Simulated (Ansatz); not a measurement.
Take Ta in the bcc (W type) structure (space group Im-3m, No. 229; a = 3.254 Å; relaxed with 0.1 eV smearing) as the base. Axes: x, y, z lie along the cube axes.

Computed with LDA (Ansatz, a quantum-chemistry and plane-wave program), without spin-orbit coupling.

For the base:

* **Shortest interatomic distance**: 2.818 Å
* **Pressure**: 0.0 GPa

One thing is altered: tensile biaxial strain of 1.50 % in the plane normal to [001], as in epitaxy on a mismatched substrate; the out-of-plane cell vector and the atoms relax.

Question: Predict the new shortest interatomic distance.

Answer: The shortest interatomic distance grows by 0.012 Å to 2.830 Å.

Question: How does this affect the pressure?

Answer: The pressure (mean of the normal stresses, compression positive) goes from zero to -2.5 GPa.

Question: How does this affect the energy relative to the base?

Answer: The energy increases by 6.2 meV/atom.

Question: Predict the new out-of-plane strain.

Answer: The out-of-plane strain is -1.74 %.

Stability against distortions was not tested. The final runs are not spin-polarised.
